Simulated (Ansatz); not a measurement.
Candidates: A. wurtzite GaN (72 sites, 2×2×2 shifted along c; Zn moves farthest, 3.22 Å); B. zinc-blende GaN (64 sites, 2×2×2 shifted; Zn moves farthest, 3.21 Å); C. zinc-blende InP (64 sites, 2×2×2 shifted; Zn moves farthest, 4.22 Å). All values below come from PBE, PAW (plane waves to 420 eV; Ansatz, a quantum-chemistry and plane-wave program).

Each figure is the lowest single hop between equivalent sites among the routes that converged and passed our checks, counted from the lowest site run. It need not be the barrier to long-range diffusion, and untried routes may lie lower. Climbing-image NEB, static nuclei, fixed cells, no finite-size correction; on the finer meshes named, energies are single points at the band's geometries. Saddle orders were checked for a part of the study's bands only and are not shown. Charge states are imposed.

Task: Rank these hosts by the lowest hop barrier of interstitial Zn, charge +2, lowest first.

Result: A (0.69 eV), C (0.95 eV), B (1.45 eV)
